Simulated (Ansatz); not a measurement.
SnO₂ (model structure, started from the tetragonal ZrO2 type, P4₂/nmc, No. 137, 6 atoms in the cell), treated with PBE0 (Ansatz, a quantum-chemistry and plane-wave program, plane waves, PAW).

Settings: plane-wave cutoff 460 eV, 6×6×4 k mesh (along the axes of the cell as run), Fermi–Dirac smearing 0.01 eV, scalar-relativistic PAW data made under PBE.

Cell (relaxed with PBEsol):

```xyz
6
Lattice="3.5577 0.0000 0.0000 0.0000 3.5577 0.0000 0.0000 0.0000 5.4023" Properties=species:S:1:pos:R:3 pbc="T T T"
Sn     0.0000     0.0000     0.0000
Sn     1.7788     1.7788     2.7011
O      0.0000     1.7788     0.9834
O      0.0000     1.7788     3.6845
O      1.7788     0.0000     1.7178
O      1.7788     0.0000     4.4189
```

**Question.** Predict the band gap and smallest direct gap on the k points sampled.

**Answer.** 
* **band gap**: 3.16 eV (on the SCF k mesh)
* **smallest direct gap on the k points sampled**: 3.36 eV

Note: the relaxation could raise the start's symmetry but not lower it, so the cell can be a saddle point; cell and atoms aren't relaxed at this level (largest force component 0.33 eV/Å, pressure -3.9 GPa).

Spin–orbit coupling is not included.

It cost roughly 3 core-minutes of CPU time.

A model structure was made by putting elements into a prototype or built by hand; it is no filed structure, need not be a known phase, and can be a saddle point held by its symmetry.
